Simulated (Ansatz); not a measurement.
Consider CuI in the zinc blende structure (space group F-43m, No. 216; a = 6.079 Å).

All numbers come from plane-wave PAW DFT at the PBE level (Ansatz, a first-principles code, 420 eV), no SOC.

For the base:

The band gap comes out as 1.10 eV and the electron mass is 0.15 mₑ (at Γ). The pressure is -0.01 GPa.

Modification: an isotropic linear strain of +0.50 %; the atoms relax in the strained cell.

Task: What does the calculation give for the energy relative to the base, band gap, electron mass and pressure after the change?

Result: The energy grows by 0.8 meV/atom; the band gap falls by 0.04 eV to 1.06 eV; the electron mass stays 0.15 mₑ (at Γ); the pressure falls by 0.56 GPa to -0.57 GPa.

With I present, leaving out spin-orbit coupling can change the band edges. Effective masses come from finite differences of ±0.01 Å⁻¹. Stability against distortions was not tested. All final runs are without spin polarisation.
